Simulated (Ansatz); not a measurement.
The starting structures come from a database of crystals and need not be the phases stable at ambient conditions.

 Where the default PAW files enter, the runs use the earlier of Ansatz's two default sets.

The decay constant κ of evanescent states in the gap governs leakage through a thin film.

Input:

```
CELL_PARAMETERS angstrom
      5.51573     0.00000     0.00000
     -1.64811     5.31886     0.00000
      0.50576     1.02658     6.55174
ATOMIC_POSITIONS crystal
  In 0.86090 0.26680 0.22140
  In 0.13910 0.73320 0.77860
  H  0.41960 0.37100 0.21460
  H  0.58040 0.62900 0.78540
  H  0.59360 0.64610 0.26020
  H  0.40640 0.35390 0.73980
  P  0.23450 0.87620 0.25620
  P  0.76550 0.12380 0.74380
  O  0.86020 0.33780 0.88230
  O  0.13980 0.66220 0.11770
  O  0.17800 0.12150 0.16160
  O  0.82200 0.87850 0.83840
  O  0.52790 0.93080 0.25340
  O  0.47210 0.06920 0.74660
  O  0.91590 0.22930 0.53270
  O  0.08410 0.77070 0.46730
  O  0.57930 0.46210 0.26840
  O  0.42070 0.53790 0.73160
```

Space group of this cell: P-1. The cell is taken as given; by PBEsol its mean pressure is -3.6 GPa.

Transport runs along the normal of the first two printed cell vectors.

No gap correction and no spin-orbit coupling; mid-gap values are interpolated between computed energies.

Problem. Compute, with PBEsol (Ansatz, a first-principles code), the band gap and the smallest decay constant κ at mid-gap.

Solution. Gap 3.22 eV on a 6×6×6 mesh; κ = 0.369 1/Å, at the zone centre.
